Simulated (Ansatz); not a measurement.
# What pressure 15 GPa does to ZnGeP2

Base system: ZnGeP2 in the chalcopyrite structure (space group I-42d, No. 122; a = 5.374 Å, c = 10.625 Å).

The change: cell and atoms relaxed at a pressure of 15 GPa.

The values are results of LDA in Ansatz (plane waves to 420 eV, PAW, without spin-orbit coupling), not measurements. Γ-centred 9×9×9 mesh, Fermi–Dirac width 0.05 eV.

Density: 4.91 g/cm³ (base 4.33 g/cm³)
Lattice parameter a: 5.152 Å (base 5.374 Å)
c/a ratio: 1.977 (base 1.977)
Shortest interatomic distance: 2.216 Å (base 2.317 Å)
Enthalpy H = E + PV relative to the base's energy: +1.68 eV/atom
Band gap: 0.78 eV (base 1.00 eV)
Gap character: indirect, Γ → M–S (33 % along) (base indirect, Γ → M–S (33 % along))
Smallest direct gap: 0.87 eV (base 1.18 eV)
Width of the top valence band: 1.91 eV (base 1.56 eV)
Hole mass: 0.14 mₑ along c, 0.26 mₑ across (at Γ) (base 0.099 mₑ along c, 0.32 mₑ across (at Γ))
Valence-band top at Γ (three highest levels, from the VBM): 0.00, -0.06, -0.06 eV (base 0.00, -0.07, -0.07 eV)

Final structure:

```
ZnGeP2
1.0
   -2.57602     2.57602     5.09161
    2.57602    -2.57602     5.09161
    2.57602     2.57602    -5.09161
Zn Ge P
2 2 4
Cartesian
  0.00000   0.00000   0.00000
  0.00000   2.57602   2.54580
  0.00000   0.00000   5.09161
  2.57602   0.00000   2.54580
  1.29910   1.28801   6.36451
  1.28801  -1.29910   3.81870
  1.27691   1.28801   1.27290
  1.28801   3.87512  -1.27290
```

Cost of the whole job for the changed cell (relaxation, final SCF and bands): about 4 core-minutes (a rough figure).

Load acts through the strain it causes; cell and atoms are relaxed under it. Effective masses come from finite differences of ±0.01 Å⁻¹. Stability against distortions was not tested. Competing high-pressure phases were not computed.

Ansatz is a quantum-chemistry and plane-wave program.
